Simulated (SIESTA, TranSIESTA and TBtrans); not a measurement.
Run with TranSIESTA and TBtrans (open boundaries, self-consistent; PseudoDojo norm-conserving potentials, scalar-relativistic): Spin polarized, PAO.BasisSize DZP, PAO.EnergyShift 0.15 eV, XC.Authors PBE, Mesh.Cutoff 200 Ry, ElectronicTemperature 300 K, TS.Voltage 0.0 eV, TBT.Elecs.Eta 0.001 eV.

Junction: Pd chain with a Cl atom beside one bond. Leads: straight Pd chain, spacing 2.5 Å. Geometry: 3 atoms about the centre moved by SIESTA (PBE, DZP) to a largest force of 0.07 eV/Å, all others as built.

Task: Give the largest eigenchannel transmissions at the Fermi level (four at most) and the total.

Result: Up: 0.98 (total 0.98); down: 1.00, 0.76, 0.56, 0.0057 (total 2.32). The magnetic order of the leads was set by the start, and no other order was tried; the separate lead runs end at 0.76 (left) and 0.76 (right) μB an atom. The straight chain is held at its spacing; free chains may zigzag or dimerise.
